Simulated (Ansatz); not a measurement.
Results of PBEsol (Ansatz, a program for electronic structure, PAW) for Y₂Si (model structure, started from the Ca2N type, R-3m, No. 166, 3 atoms in the cell).

Numerical settings: plane-wave cutoff 520 eV, 16×16×16 k mesh, Fermi–Dirac smearing 0.05 eV, scalar-relativistic PAW data made under PBE.

Cell (relaxed at this level):

```
CELL_PARAMETERS angstrom
      2.02527     1.16929     6.03935
     -2.02527     1.16929     6.03935
      0.00000    -2.33858     6.03935
ATOMIC_POSITIONS crystal
  Y  0.75260 0.75260 0.75260
  Y  0.24740 0.24740 0.24740
  Si 0.00000 0.00000 0.00000
```

Q: Give the computed bulk modulus.

A: 
- bulk modulus = 41.9 GPa

The run finds no gap.

Note: the bulk modulus is −V dP/dV from two relaxed cells at ±2 % in volume; the relaxation could raise the start's symmetry but not lower it, so the cell can be a saddle point.

Computed values are for the static lattice.

Computing time: roughly 9 core-minutes.

A model structure was made by putting elements into a prototype or built by hand; it is no filed structure, need not be a known phase, and can be a saddle point held by its symmetry.
